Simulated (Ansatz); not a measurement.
## rocksalt MgO (Fm-3m): a fit under hydrostatic pressure (both signs)

Cell and atoms relaxed with PBEsol to each stress σ (compression positive); gaps by PBEsol, rigid bands (plane waves, PAW, scalar-relativistic; Ansatz, a quantum-chemistry and plane-wave program). Unloaded cell: a = b = c = 2.9798 Å, α = β = γ = 60.00°.

```tsv
σ (GPa)	ln(V/V₀) (%)	gap (eV)
0	0	4.620
-2.00	1.31	4.497
2.00	-1.23	4.741
5.00	-2.98	4.912
15.00	-8.06	5.433
```

### Question
Fit E_g = 4.620 eV + aσ + bσ² and ε = cσ + dσ² to the loaded rows by least squares.

### Answer
a = 0.0607 eV/GPa, b = -4.33e-04 eV/GPa²; c = -0.630 %/GPa, d = 0.00618 %/GPa².

### Question
One run was withheld, at σ = 10.00 GPa. Predict its gap and its ln(V/V₀), then set them beside the run.

### Answer
E_g = 4.620 + (0.0607)(10.00) + (-4.33e-04)(10.00)² = 5.184 eV and ε = (-0.630)(10.00) + (0.00618)(10.00)² = -5.68 %. The run gave 5.183 eV and -5.64 %, misses of 0.001 eV and 0.04 percentage points.

Gaps are resolved to about 0.01 eV; third decimals are kept for the arithmetic. Spin-orbit coupling is left out. Every relaxation keeps the rocksalt phase (space group Fm-3m under this load), so a transition, a distortion that breaks the symmetry or fracture can't show.
